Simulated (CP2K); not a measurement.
## Worked example: self-consistent single point of KLaZr2O6 (Fm-3m, 10 atoms in the cell) in CP2K

Computed with PBEsol, GPW, DZVP-MOLOPT-SR-GTH basis, GTH-PBE potentials (GTH_POTENTIALS) (CP2K 2026.2).

Input as run:

```
&GLOBAL
  PROJECT bulk
  RUN_TYPE ENERGY_FORCE
  PRINT_LEVEL MEDIUM
&END GLOBAL
&FORCE_EVAL
  METHOD Quickstep
  STRESS_TENSOR ANALYTICAL
  &DFT
    BASIS_SET_FILE_NAME BASIS_MOLOPT
    BASIS_SET_FILE_NAME BASIS_MOLOPT_UCL
    POTENTIAL_FILE_NAME GTH_POTENTIALS
    &QS
      METHOD GPW
      EPS_DEFAULT 1E-10
    &END QS
    &MGRID
      CUTOFF 500
      REL_CUTOFF 40
      NGRIDS 5
    &END MGRID
    &SCF
      SCF_GUESS ATOMIC
      EPS_SCF 1E-7
      MAX_SCF 100
      ADDED_MOS 14
      &DIAGONALIZATION
        ALGORITHM STANDARD
      &END DIAGONALIZATION
      &MIXING
        METHOD BROYDEN_MIXING
        ALPHA 0.4
        NBUFFER 10
      &END MIXING
      &SMEAR ON
        METHOD FERMI_DIRAC
        ELECTRONIC_TEMPERATURE [K] 580.23
      &END SMEAR
    &END SCF
    &KPOINTS
      SCHEME MONKHORST-PACK 3 3 3
    &END KPOINTS
    &XC
      &XC_FUNCTIONAL
        &PBE
          PARAMETRIZATION PBESOL
        &END PBE
      &END XC_FUNCTIONAL
    &END XC
    &PRINT
      &MO
        EIGENVALUES T
        OCCUPATION_NUMBERS T
        NDIGITS 8
        FILENAME mo
        &EACH
          QS_SCF 0
        &END EACH
        ADD_LAST NUMERIC
      &END MO
      &MULLIKEN ON
      &END MULLIKEN
    &END PRINT
  &END DFT
  &SUBSYS
    &CELL
      A 5.92296000 0.00000000 0.00000000
      B 2.96148000 5.12943400 0.00000000
      C 2.96148000 1.70981100 4.83607600
      PERIODIC XYZ
    &END CELL
    &COORD
      SCALED
      K        0.50000000     0.50000000     0.50000000
      La       0.00000000     0.00000000     0.00000000
      Zr       0.25000000     0.25000000     0.25000000
      Zr       0.75000000     0.75000000     0.75000000
      O        0.50000000     0.50000000     0.00000000
      O        0.00000000     0.00000000     0.50000000
      O        0.00000000     0.50000000     0.50000000
      O        0.50000000     0.00000000     0.00000000
      O        0.50000000     0.00000000     0.50000000
      O        0.00000000     0.50000000     0.00000000
    &END COORD
    &KIND K
      BASIS_SET DZVP-MOLOPT-SR-GTH-q9
      POTENTIAL GTH-PBE-q9
    &END KIND
    &KIND La
      BASIS_SET DZVP-MOLOPT-SR-GTH-q11
      POTENTIAL GTH-PBE-q11
    &END KIND
    &KIND Zr
      BASIS_SET DZVP-MOLOPT-SR-GTH-q12
      POTENTIAL GTH-PBE-q12
    &END KIND
    &KIND O
      BASIS_SET DZVP-MOLOPT-SR-GTH-q6
      POTENTIAL GTH-PBE-q6
    &END KIND
  &END SUBSYS
  &PRINT
    &FORCES ON
    &END FORCES
    &STRESS_TENSOR ON
    &END STRESS_TENSOR
  &END PRINT
&END FORCE_EVAL
```

Output (repeated stretches shortened):

```
 GLOBAL| Method name                                                        CP2K
 GLOBAL| Project name                                                       bulk
 GLOBAL| Run type                                                   ENERGY_FORCE

 CELL| Volume [angstrom^3]:                                           146.926916
 CELL| Vector a [angstrom]:       5.923     0.000     0.000   |a| =     5.922960
 CELL| Vector b [angstrom]:       2.961     5.129     0.000   |b| =     5.922960
 CELL| Vector c [angstrom]:       2.961     1.710     4.836   |c| =     5.922959
 CELL| Angle (b,c), alpha [degree]:                                    60.000000
 CELL| Angle (a,c), beta  [degree]:                                    59.999997
 CELL| Angle (a,b), gamma [degree]:                                    60.000001
 CELL| Numerically orthorhombic:                                              NO
 CELL| Periodicity                                                           XYZ

 DFT| Spin restricted Kohn-Sham (RKS) calculation                            RKS
 DFT| Multiplicity                                                             1
 DFT| Number of spin states                                                    1
 DFT| Charge                                                                   0
 DFT| XC density smoothing                                                  NONE
 DFT| XC derivatives                                                          PW

 QS| Method:                                                                 GPW
 QS| Density plane wave grid type                        NON-SPHERICAL FULLSPACE
 QS| Number of grid levels:                                                    5
 QS| Density cutoff [a.u.]:                                                250.0
 QS| Multi grid cutoff [a.u.]: 1) grid level                               250.0
   [... lines left out ...]
 BRILLOUIN| Wavefunction type                                            COMPLEX
 BRILLOUIN| List of Kpoints [2 Pi/Bohr]                                       14
 BRILLOUIN| Number           Weight            X              Y              Z
 BRILLOUIN|     1           0.07407       -0.33333       -0.33333       -0.33333
 BRILLOUIN|     2           0.07407       -0.33333       -0.33333        0.00000
 BRILLOUIN|     3           0.07407       -0.33333       -0.33333        0.33333
   [... 11 lines left out ...]
 *******************************************************************************

 Extrapolation method: initial_guess

 Re-scaling the density matrix to get the right number of electrons
                  # Electrons              Trace(P)               Scaling factor
                           80                80.000                        1.000

 Number of electrons:                                                         80
 Number of occupied orbitals:                                                 40
 Number of molecular orbitals:                                                54

 Number of orbital functions:                                                170
 Number of independent orbital functions:                                    170
 SCF WAVEFUNCTION OPTIMIZATION

  Step     Update method      Time    Convergence         Total energy    Change
     1 NoMix/Diag. 0.40E+00      -     2.12843226      -251.1142120137 -2.51E+02
     2 Broy./Diag. 0.40E+00      -     0.44419137      -244.2819296988  6.83E+00
     3 Broy./Diag. 0.40E+00      -     0.07936542      -253.4275359075 -9.15E+00
     4 Broy./Diag. 0.40E+00      -     0.04423783      -250.5149528979  2.91E+00
     5 Broy./Diag. 0.40E+00      -     0.01679766      -250.6890522709 -1.74E-01
     6 Broy./Diag. 0.40E+00      -     0.00391992      -250.4510158006  2.38E-01
     7 Broy./Diag. 0.40E+00      -     0.00151388      -250.5288986666 -7.79E-02
   [... 6 lines left out ...]
    14 Broy./Diag. 0.40E+00      -     0.00000285      -250.5214487598 -6.17E-07
    15 Broy./Diag. 0.40E+00      -     0.00000117      -250.5214487186  4.12E-08
    16 Broy./Diag. 0.40E+00      -     0.00000077      -250.5214486143  1.04E-07
    17 Broy./Diag. 0.40E+00      -     0.00000032      -250.5214486259 -1.15E-08
    18 Broy./Diag. 0.40E+00      -     0.00000010      -250.5214486462 -2.04E-08
  *** SCF run converged in    18 steps ***

  Electronic density on regular grids:        -79.9999999943        0.0000000057
  Core density on regular grids:               79.9999999954       -0.0000000046
  Total charge density on r-space grids:        0.0000000011
  Total charge density g-space grids:           0.0000000011

  Overlap energy of the core charge distribution:               0.00000000001763
  Self energy of the core charge distribution:               -542.94040111979473
  Core Hamiltonian energy:                                    134.60403975883057
  Hartree energy:                                             199.02272983097592
  Exchange-correlation energy:                                -41.20781711627316
  Electronic entropic energy:                                  -0.00000000000020
  Fermi energy:                                                 0.29830894827652

  Total energy:                                              -250.52144864624395
  Total energy (extrapolated to T->0):                       -250.52144864624384

                     Mulliken Population Analysis

 #  Atom  Element  Kind  Atomic population                           Net charge
       1     K        1          8.351118                              0.648882
       2     La       2          9.533014                              1.466986
       3     Zr       3         11.205678                              0.794322
       4     Zr       3         11.205684                              0.794316
       5     O        4          6.617413                             -0.617413
       6     O        4          6.617423                             -0.617423
       7     O        4          6.617412                             -0.617412
       8     O        4          6.617422                             -0.617422
       9     O        4          6.617413                             -0.617413
      10     O        4          6.617423                             -0.617423
 # Total charge                             80.000000                 -0.000000

 ENERGY| Total FORCE_EVAL ( QS ) energy [hartree]           -250.521448652294083

   [... lines left out ...]
 FORCES|      1  1.73307725E-10 -9.48725189E-09 -7.08716975E-09   1.18433931E-08
 FORCES|      2  5.51055224E-10 -6.37679591E-08 -2.66964032E-08   6.91328736E-08
 FORCES|      3  1.87721615E-06  1.15513283E-06  7.21919196E-07   2.31936190E-06
 FORCES|      4 -1.87166372E-06 -1.16786960E-06 -8.89201105E-07   2.37859687E-06
 FORCES|      5  9.05337117E-08  2.42582824E-07  1.14188965E-07   2.82987454E-07
 FORCES|      6 -1.21656635E-07 -8.16236327E-07  4.72042283E-07   9.50718674E-07
 FORCES|      7 -1.09027283E-09 -1.03786095E-08  1.42231542E-08   1.76409282E-08
 FORCES|      8  1.27039664E-08  1.02539146E-06 -1.80663741E-07   1.04126290E-06
 FORCES|      9 -3.71810562E-08 -1.08630769E-07 -3.45035633E-10   1.14818091E-07
 FORCES|     10  5.35358154E-07 -5.94106187E-07  1.36428970E-06   1.58140978E-06
 FORCES| Sum     4.84944661E-07 -3.47369595E-07  1.58266984E-06
 FORCES| Total atomic force                                       1.69135472E-06

 STRESS| Analytical stress tensor [bar]
 STRESS|                        x                   y                   z
 STRESS|      x       -6.88777934649E+04   2.15669765529E+01   1.52015317472E+01
 STRESS|      y        2.15669765529E+01  -6.89029775394E+04   9.01934873549E+00
 STRESS|      z        1.52015317472E+01   9.01934873549E+00  -6.89088947550E+04
 STRESS| 1/3 Trace                                            -6.88965552531E+04
```

The run converged in 18 iterations.

The starting cell comes from a database of computed structures (which also holds hypothetical and non-ambient phases and stackings), without a prior relaxation at this level. Values carry the incompleteness of an atom-centred basis. The potentials were made for another functional than the one used. With a pressure of about -7 GPa the cell is away from its equilibrium volume at this level.

Cost on one core of a shared machine: roughly 4 min.
